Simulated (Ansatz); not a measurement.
We consider SrTaNO₂ (Ama2, No. 40, 20 atoms in the cell; start mp-2583419), described by PBEsol in Ansatz (plane waves, PAW).

Run with plane-wave cutoff 520 eV, 4×6×6 k mesh (along the axes of the cell as run), Fermi–Dirac smearing 0.01 eV, scalar-relativistic PAW data made under PBE.

Cell (relaxed at this level):

SrTaNO₂ is taken in the orthorhombic space group Ama2 (No. 40), Pearson symbol oS40. Cell: a = 8.0014 Å, b = 8.1343 Å, c = 7.9338 Å, α = 90.00°, β = 90.00°, γ = 90.00°. Sr1 on 4b sees 3 O at 2.584–2.606 Å and 5 O at 2.942–3.111 Å and 1 N at 2.609 Å and 2 N at 2.820 Å and 1 N at 3.078 Å. Sr2 on 4b is surrounded by 1 O at 2.523 Å and 4 O at 2.672 Å and 3 O at 3.176–3.188 Å and 4 N at 2.757–2.940 Å. Ta on 8c has 2 N at 1.962–1.975 Å and 4 O at 1.978–2.101 Å (octahedral). N1 on 4b has 2 Ta at 1.962 Å and 1 Sr at 2.609 Å and 1 Sr at 2.757 Å and 2 Sr at 2.940–3.078 Å. N2 on 4a is coordinated by 2 Ta at 1.975 Å and 4 Sr at 2.820–2.842 Å (octahedral). O1 on 4b has 2 Ta at 2.101 Å and 2 Sr at 2.523–2.606 Å and 2 Sr at 3.111–3.188 Å. O2 on 8c sees 2 Ta at 1.978–2.053 Å and 2 Sr at 2.584–2.673 Å and 1 Sr at 3.025 Å and 1 Sr at 3.176 Å. O3 on 4a is coordinated by 2 Ta at 2.100 Å and 2 Sr at 2.672 Å and 2 Sr at 2.942 Å (octahedral). (Neighbours: up to the widest gap in distance over summed covalent radii, below 1.35, at either atom; cation-cation and far metal-metal contacts left out.)
(The calculation used a cell of 20 atoms; values per cell refer to that cell.)

Task: Estimate the band gap and smallest direct gap on the k points sampled that the calculation returns.

Result: 
- band gap = 1.15 eV
- smallest direct gap on the k points sampled = 1.32 eV

Spin–orbit coupling is not included.

The result took about 19 core-minutes (a rough figure).

A start named mp-… is a Materials Project structure, which need not be a measured phase.

Ansatz is an electronic-structure program.
